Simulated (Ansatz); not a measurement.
Consider this model of amorphous Nb$_{24}$As$_{24}$.

```xyz
48
Lattice="9.4808 0.0702 0.0500 0.0702 9.8691 -0.3627 0.0500 -0.3627 9.4346" Properties=species:S:1:pos:R:3 pbc="T T T"
Nb     6.8880     9.0481     0.6739
Nb     2.9623    -0.1349     5.9290
Nb     1.8224     8.0372     1.2408
Nb     8.9472     3.1238     5.2323
Nb     8.9767     7.5287     7.4444
Nb     2.5941     6.8431     6.4180
Nb     2.3185     3.0795     8.5079
Nb     5.2309     4.9296     2.8950
Nb     6.3282     6.1306     5.5412
Nb     0.0810     0.6990     7.1554
Nb     0.7650     4.9351     1.1593
Nb     5.6126    -0.0940     4.1271
Nb     4.8637     4.7939     7.8547
Nb     4.5370     2.3863     6.4263
Nb     8.2840     4.7051     8.5153
Nb     6.7895     1.9323     8.5406
Nb     0.8180     0.7030     3.9934
Nb     5.1340     1.3389     1.6650
Nb     8.7177     8.0936     3.1791
Nb     7.9476     3.1717     2.0930
Nb     4.1881     8.1097     8.5489
Nb     3.3745     2.4419     3.8092
Nb     2.0071     1.1861     0.9639
Nb     3.7879     7.2675     3.8182
As     7.9157     5.3271     3.6131
As     0.4657     5.1819     6.4456
As     1.8673     2.2890     6.0298
As     3.9022     4.8762     5.2215
As     7.4048     9.4616     7.5529
As     9.3580     2.4020     9.2803
As     4.1773     0.9226     8.5344
As     1.6879     8.8978     8.0751
As     6.0857     2.4962     3.8831
As     6.8228     3.6238     6.5670
As     6.5262     6.7501     8.1999
As     3.2817     3.6253     1.4459
As     6.2311     7.4655     2.7751
As     4.2110     6.7925     1.1119
As     6.0829     4.2134     0.5933
As     8.8964     7.1825     0.5827
As     9.0691     0.2521     1.8207
As     0.7303     8.4042     5.2418
As     3.2575     9.7000     2.7329
As     5.0864     8.3151     5.9770
As     7.9496     0.5531     5.1229
As     1.3882     6.4561     3.2404
As     2.4639     5.7153     8.7776
As     0.9795     3.2777     3.1593
```

These are PBE, scalar-relativistic without spin-orbit coupling (plane waves to 420 eV, PAW; Ansatz, a first-principles code) values and carry that method's errors.

The cell was made by melting and quenching with the CHGNet potential and then relaxed with DFT. The hot cell started wider than the set density and was brought back towards it in steps. It is the lowest in DFT energy of 3 quenches. It is a model cell: composition and starting density were chosen by hand, and all elements were melted together. No dispersion term was used. Its density started from a set value of 8.34 and ended at 7.59 g/cm³. The simulated quench (nominally 230 K/ps over its main leg) is rapid and tends to freeze in more defects than a deposited or slowly cooled glass has. A cell of this size samples the disorder only roughly. Volume and shape were free in the relaxation. On a 2×2×2 Γ-centred mesh force components of up to 0.30 eV/Å stay, since the relaxation ran on one k-point at (1/4, 1/4, 1/4).

Cut-offs for bonds: Nb-Nb 4.02 Å, Nb-As 3.30 Å, As-As 2.86 Å.

Q: Give the coordination numbers, mean bond lengths and angles.

A: 
```json
{
  "Mean coordination of Nb": "12.62 (4 with 11, 7 with 12, 8 with 13, 4 with 14, 1 with 15)",
  "Mean coordination of As": "6.21 (3 with 4, 1 with 5, 10 with 6, 8 with 7, 2 with 8)",
  "Mean Nb-Nb bond": "3.317 Å (spread 0.304 Å, 80 counted)",
  "Mean Nb-As bond": "2.727 Å (spread 0.141 Å, 143 counted)",
  "Mean As-As bond": "2.724 Å (spread 0.094 Å, 3 counted)",
  "Bond angle at Nb": "mean 95.9°, spread 34.5°",
  "Bond angle at As": "mean 100.0°, spread 30.5°"
}
```
